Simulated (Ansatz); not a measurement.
# A computed series for ZrN: pressure series

Base system: ZrN in the rock salt structure (space group Fm-3m, No. 225; a = 4.595 Å).

Cell and atoms are relaxed at each pressure.

Method: plane-wave PAW DFT at the PBE level (Ansatz, an electronic-structure program, 420 eV), scalar-relativistic without spin-orbit coupling, earlier PAW set.

Notes on the quantities. enthalpy: H = E + PV relative to the base's energy.

```csv
variant,shortest interatomic distance,density,enthalpy
base,229.8 pm,7.20 g/cm³,–
pressure −2 GPa,230.4 pm,7.14 g/cm³,-0.15 eV/atom
pressure −1 GPa,230.1 pm,7.17 g/cm³,-0.08 eV/atom
pressure 0.9 GPa,229.5 pm,7.23 g/cm³,+0.07 eV/atom
pressure 2.1 GPa,229.1 pm,7.26 g/cm³,+0.16 eV/atom
pressure 4.5 GPa,228.4 pm,7.33 g/cm³,+0.34 eV/atom
pressure 9 GPa,227.2 pm,7.45 g/cm³,+0.67 eV/atom
pressure 15 GPa,[?],[?],+1.10 eV/atom
pressure 22.5 GPa,224.0 pm,7.78 g/cm³,+1.64 eV/atom
pressure 30 GPa,222.4 pm,7.94 g/cm³,+2.16 eV/atom
```

Fill in the withheld entries from the trend.


- pressure 15 GPa, shortest interatomic distance: 225.7 pm
- pressure 15 GPa, density: 7.60 g/cm³

Load acts through the strain it causes; cell and atoms are relaxed under it. Stability against distortions was not tested. No other phases were tried under pressure. All final runs are without spin polarisation. An odd electron count without spin: ZrN.
